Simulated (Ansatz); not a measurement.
Output of an Ansatz run (abridged):

```
WARN basis.ecutwfc = 420 eV, the default
Pseudopotentials: kind: paw
Pseudopotential: Si, paw, valence charge 4
Pseudopotential: Mo, paw, valence charge 14
Crystal: 3 atoms, lattice volume = 41.810 Å³
Basis set: ecut = 420 eV, 849 PW (Γ), exchange–correlation on 64×64×64 points (8 copies of the dense FFT grid, shifted against one another)
Bands: 15, of which v1, the nominal top of the filled ones, is band 11 counted from 1 (10 counted from 0)
Symmetry: 16 space group operations
Space group: I4/mmm (ITA 139), of the structure as read, at distance tolerance 3.5e-5 Å
k-points: 126 of 1331
Initial density: superposition of atomic densities (neutral atoms: chi_scale 0, normalization atom), corrected by the library's trained network
Initial wavefunctions: pseudopotential atomic-orbital guess
Eigensolver: davidson
Functional: x = pbe(κ = 0.804, μ = 0.2195149727645171), c = pbe(β = 0.06672455060314922)
SCF iter   1: F=—  HF=-6229.113030 eV  |F-HF|=—  |Δ(HF+E_count)|=         —  Δρ=4.10e-3  dr2=6.05e-3  ethr=1.77e-3  ⟨swp⟩=5.1  Hψ=10617  notcnv=0
all-band conjugate gradients solve this SCF's bands
preconditioner: auto → Kerker (q_TF=auto, 2.451 Å⁻¹)
SCF iter   2: F=—  HF=-6229.112582 eV  |F-HF|=—  |Δ(HF+E_count)|=   4.47e-4  Δρ=2.13e-3  dr2=1.47e-3  ethr=2.75e-5  ⟨swp⟩=1.4  Hψ=2980  notcnv=0
SCF iter   3: F=—  HF=-6229.112467 eV  |F-HF|=—  |Δ(HF+E_count)|=   1.15e-4  Δρ=4.99e-4  dr2=1.70e-4  ethr=6.67e-6  ⟨swp⟩=2.2  Hψ=3180  notcnv=0
SCF iter   4: F=—  HF=-6229.112437 eV  |F-HF|=—  |Δ(HF+E_count)|=   2.98e-5  Δρ=1.30e-4  dr2=6.16e-6  ethr=7.73e-7  ⟨swp⟩=2.5  Hψ=2573  notcnv=0
SCF iter   5: F=—  HF=-6229.112439 eV  |F-HF|=—  |Δ(HF+E_count)|=   1.25e-6  Δρ=2.28e-5  dr2=1.74e-7  ethr=2.80e-8  ⟨swp⟩=2.1  Hψ=2642  notcnv=0
SCF iter   6: F=-6229.112439 eV  HF=-6229.112439 eV  |F-HF|=2.27e-10  |Δ(HF+E_count)|=   9.28e-9  Δρ=3.89e-6  dr2=4.30e-9  ethr=4.55e-10  ⟨swp⟩=4.8  Hψ=7559  notcnv=0
SCF 1 converged in 6 iterations: F = -6229.112439 eV  dr2 = 4.30e-9
SCF converged after 6 iterations
Free energy (F): -6229.112439 eV
Harris-Foulkes:  -6229.112439 eV  (|F-HF|=2.27e-10)
Internal energy: -6229.101226 eV  (E = F + TS)
E sigma→0 (E₀):  -6229.106832 eV
Entropy (-TS):   -0.011213 eV (-3.738 meV/atom)
Fermi energy:    15.238572 eV
--- Per-component energies (eV) ---
  E_band       = -60.632205
  E_kinetic    = 527.856204
  E_local      = -1175.835500  (includes V_loc(G=0)·N_el)
  E_nonlocal   = 192.177968
  E_hartree    = 435.455626
  E_xc         = -297.171328
  E_vxc        = -327.091007  (∫ρ·V_xc dr)
  E_paw        = -4226.514777  (= ΣΔE_a)
  E_vpaw       = -148.649831  (= ΣTr[D̂ρ^β])
  E_aug_tail   = 0.000068  (compensation charges beyond the density's cutoff)
  E_ewald      = -1685.069486
  E_smearing   = -0.011213  (= −TS)
  E_closure    = 0.000000  (closes the sum)
  Σ components = -6229.112439   (vs F -6229.112439, Δ=0.00e0)
--- Forces (eV/Å), atoms counted from 1 ---
  atom   1  Si     0.00000000     0.00000000    -0.00688910
  atom   2  Si     0.00000000     0.00000000     0.00688910
  atom   3  Mo     0.00000000     0.00000000    -0.00000000
  max |Σ_I F_I| component: 9.71e-17 eV/Å
--- Stress (GPa, compression-positive) ---
       -5.157671       0.000000      -0.000000
        0.000000      -5.157671       0.000000
        0.000000       0.000000      -4.542095
  P = ⅓ Tr σ = -4.9525 GPa (-49.525 kbar)
  The stress holds the Pulay correction. Without it, at fixed plane waves, as pw.x and ABINIT print it: P = -4.9903 GPa
--- Band table (eV; the first three rows and the last of 126) ---
  k-point 0: bands = ["-45.5051", "-19.6257", "-19.5735", "-19.5735", "2.1499", "9.1166", "11.8432", "12.3912", "12.7441", "12.7441", "15.5868", "18.1781", "18.6096", "18.6201", "18.6201"]
  k-point 1: bands = ["-45.5028", "-19.6223", "-19.5904", "-19.5881", "2.3957", "9.3288", "11.1706", "12.1786", "12.4502", "13.4963", "14.7267", "17.5496", "18.4099", "18.7273", "18.8618"]
  k-point 2: bands = ["-45.4965", "-19.6337", "-19.6271", "-19.6135", "3.1031", "9.8092", "10.4680", "11.0746", "12.6497", "13.2123", "13.9923", "17.3316", "18.4681", "18.8578", "18.9260"]
  k-point 125: bands = ["-45.5035", "-19.6430", "-19.5923", "-19.5732", "4.0833", "5.4898", "11.7391", "12.9280", "14.4177", "14.5346", "14.7524", "14.8802", "16.0603", "20.1290", "20.2898"]
```

The structure:

```
CELL_PARAMETERS angstrom
     -1.62424     1.62424     3.96203
      1.62424    -1.62424     3.96203
      1.62424     1.62424    -3.96203
ATOMIC_POSITIONS crystal
  Si 0.66457 0.66457 0.00000
  Si 0.33543 0.33543 0.00000
  Mo 0.00000 0.00000 0.00000
```

Task: Write an input that gives this output.

Result: Other spellings and defaults could give the same log, and not every line can be read from it. The input that was run (DFT, PBE, plane waves, default PAW files):

Ansatz 0.2 input:
```yaml
# Si2Mo
crystal:
  lattice:
    - [-1.624239, 1.624239, 3.962027]
    - [1.624239, -1.624239, 3.962027]
    - [1.624239, 1.624239, -3.962027]
  atoms:
    - { symbol: Si, position_ang: [-0.000000, 0.000000, 5.266089] }
    - { symbol: Si, position_ang: [0.000000, -0.000000, 2.657965] }
    - { symbol: Mo, position_ang: [0.000000, 0.000000, 0.000000] }
kpoints:
  mp_grid: { grid: [11, 11, 11] }
hamiltonian:
  xc: pbe
  pseudopotentials: { kind: paw }
scf:
  occupations: { method: fermi_dirac, width: 0.1 }
output:
  forces: true
  eigenvalues: true
  stress: true
```

The starting cell comes from a database of computed structures (which also holds hypothetical and non-ambient phases and stackings), without a prior relaxation at this level. Its lattice was rescaled by a random factor within 2.5 % of one. Spin polarisation is off. With a pressure of about -5 GPa the cell is away from its equilibrium volume at this level. Ansatz's pressure includes its estimate of the finite-basis (Pulay) stress.

Ansatz is a program for electronic structure.
